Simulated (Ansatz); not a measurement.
For B (model structure, started from the black-P type, Cmce, No. 64, 4 atoms in the cell), PBEsol (plane waves, PAW; Ansatz, a first-principles code) gives:

bulk modulus B0: 270 GPa
cohesive energy: 6.43 eV/atom

What does r²SCAN (Ansatz, PAW) give for the same quantities?


- bulk modulus: 266 GPa (shrinks by 1.5 %)
- cohesive energy: 5.89 eV/atom (decreases by 0.54 eV/atom)

Changes are worked out from the printed values.

Unless a cell is named, each level is at its own relaxed cell (PBEsol 6.30, r²SCAN 6.38 Å³/atom).

Caveats: the bulk modulus is −V dP/dV from two relaxed cells at ±2 % in volume (PBEsol, r²SCAN). Ansatz's density-functional and Hartree–Fock values are scalar-relativistic unless marked +SOC, with PAW data made under PBE.

A model structure was made by putting elements into a prototype or built by hand; it is no filed structure, need not be a known phase, and can be a saddle point held by its symmetry.
